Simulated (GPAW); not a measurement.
Worked example: self-consistent single point of Li2MgZrO4 (P1, 8 atoms in the cell) in GPAW.

Method of the run: PBEsol, GPAW PAW datasets PBEsol (made by gpaw-setup) (plane waves; GPAW 25.7.0).

```xyz
8
Lattice="-2.1312 2.1312 4.5214 2.1312 -2.1312 4.5214 2.1312 2.1312 -4.5214" Properties=species:S:1:pos:R:3 pbc="T T T"
Li    -0.0195     0.0391     4.5295
Li    -0.0103     2.0975     2.2237
Mg     2.1033     0.0237     2.2451
Zr     0.0103     0.0191    -0.0419
O      0.0203    -0.0216     6.9559
O     -0.0221    -0.0193     2.0695
O      2.1502    -0.0229     0.1754
O      2.1615     0.0156     4.4499
```

Reference input (self-consistent single point, DFT LDA (Perdew-Wang 92), plane waves, GPAW PAW datasets LDA (gpaw-data 1.0.1)): mode = pw; ecut = 950 eV; xc = LDA; kpts = 4 4 5; mesh shift (steps) = 0 0 0; occupations.name = fermi-dirac; occupations.width = 0.05 eV; nbands = -8; convergence.bands = -6; symmetry.symmorphic = false; symmetry.tolerance = 0.0005; maxiter = 120. This run's input differs from it in these lines:

```diff
@@ -19,3 +19,3 @@
 calc = GPAW(mode={'name': 'pw', 'ecut': 950},
-            xc='LDA',
+            xc='PBEsol',
             kpts={'size': (4, 4, 5), 'gamma': True},
```

Its files differ too (potentials: GPAW PAW datasets PBEsol (made by gpaw-setup)).

Log, with long lists cut:

```
     iter     time        total  log10-change:
                         energy   eigst   dens
iter:   1 --:--:--   -62.818040   +0.47
iter:   2 --:--:--   -61.341371   -0.46  -0.92
iter:   3 --:--:--   -57.718992   -0.12  -0.98
iter:   4 --:--:--   -57.640201   -0.51  -1.27
iter:   5 --:--:--   -57.828534   -1.18  -1.42
iter:   6 --:--:--   -57.591911   -1.60  -1.60
iter:   7 --:--:--   -57.602600   -1.36  -2.08
iter:   8 --:--:--   -57.577944   -2.82  -2.12
iter:   9 --:--:--   -57.575041   -3.65  -2.33
iter:  10 --:--:--   -57.565644c  -2.87  -2.38
iter:  11 --:--:--   -57.565817c  -3.61  -3.11
iter:  12 --:--:--   -57.565827c  -4.82  -3.32
iter:  13 --:--:--   -57.565788c  -4.99  -3.26
iter:  14 --:--:--   -57.565995c  -4.28  -3.44
iter:  15 --:--:--   -57.565782c  -4.50  -3.27
iter:  16 --:--:--   -57.565812c  -5.14  -3.64
iter:  17 --:--:--   -57.565770c  -5.40  -3.62
iter:  18 --:--:--   -57.565770c  -6.17  -4.49c
iter:  19 --:--:--   -57.565770c  -7.40c -4.60c
Converged after 19 iterations.

Dipole moment: (2.205081, -1.726957, -2.507631) |e|*Ang

Energy contributions relative to reference atoms: (reference = -111813.475704)

Kinetic:        +44.201980
Potential:      -49.429294
External:        +0.000000
XC:             -53.416121
Entropy (-ST):   -0.000000
Local:           +1.077666
SIC:             +0.000000
--------------------------
Free energy:    -57.565770
Extrapolated:   -57.565770

Showing only first 2 kpts
 Kpt  Band  Eigenvalues  Occupancy
  0    22      3.89904    2.00000
  0    23      4.07611    2.00000
  0    24      7.25595    0.00000
  0    25      8.85802    0.00000

  1    22      3.84713    2.00000
  1    23      3.90218    2.00000
  1    24      8.41463    0.00000
  1    25      9.19445    0.00000

Fermi level: 5.39807

Gap: 3.060 eV
Transition (v -> c):
   [... lines left out ...]
Direct gap: 3.180 eV
   [... lines left out ...]
  2 Mg    0.20007   -0.24671    0.04652
  3 Zr   -0.05992   -0.05672    0.87686
  4 O    -0.17608    0.17456    0.32104
  5 O     0.25279    0.13422   -0.18280
  6 O    -0.18165    0.14977   -0.56788
  7 O    -0.09929   -0.20721   -0.41878

Stress tensor:
     0.047134     0.000165    -0.003111
     0.000165     0.036764    -0.001505
    -0.003111    -0.001505     0.028183
Stress (GPa, Voigt): [ 7.5517  5.8902  4.5153 -0.2411 -0.4985  0.0265]
```

The run converged in 19 iterations. GPAW prints stress with tension positive. Against the reference run the largest force goes from 0.869 to 0.881 eV/Å and the gap on the mesh goes from 3.026 to 3.060 eV.

At such cutoffs GPAW's stress carries a finite-basis (Pulay) error, which enters relaxed cells too; its log prints stress with tension positive.

The starting cell comes from a database of computed structures (which also holds hypothetical and non-ambient phases and stackings), without a prior relaxation at this level. Its atoms were displaced at random from the sites of space group no. 119.

Cost on one core of a shared machine: roughly 3 min.
